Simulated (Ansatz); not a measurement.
Reference: SrVO3 (Pm-3m), PBEsol, DFPT electron-phonon coupling, linearised Boltzmann equation (plane waves, PAW, scalar-relativistic; Ansatz, a program for electronic structure); axes and stresses refer to this cell.

```
SrVO3
1.0
    3.81025     0.00000     0.00000
    0.00000     3.81025     0.00000
    0.00000     0.00000     3.81025
Sr V O
1 1 3
Direct
  0.00000   0.00000   0.00000
  0.50000   0.50000   0.50000
  0.50000   0.00000   0.50000
  0.00000   0.50000   0.50000
  0.50000   0.50000   0.00000
```

The mean free path at 300 K is 11.0 nm and the resistivity at 300 K is 12.7 μΩ·cm.

**Question.** Change: functional PBE, cell relaxed with it. What happens to mean free path at 300 K, resistivity at 300 K?

**Answer.** mean free path at 300 K decreases to 9.0 nm; resistivity at 300 K increases to 15.8 μΩ·cm.

Metals; harmonic phonons alone scatter; means over directions. The mean free path is weighted by the current that each state carries. Halving the electron mesh moves these values by up to 8 %; q meshes are mostly untested. Some of the runs warned that the eigensolver left states short of its tolerance. Spin-orbit coupling is left out unless a row names it. 

Formula and space group known from diffraction (Crystallography Open Database), not checked to be the room-temperature form: SrVO3 (Pm-3m). Treated as nonmagnetic (a ferromagnetic start lost its moment, other orders weren't tried): SrVO3 (Pm-3m).
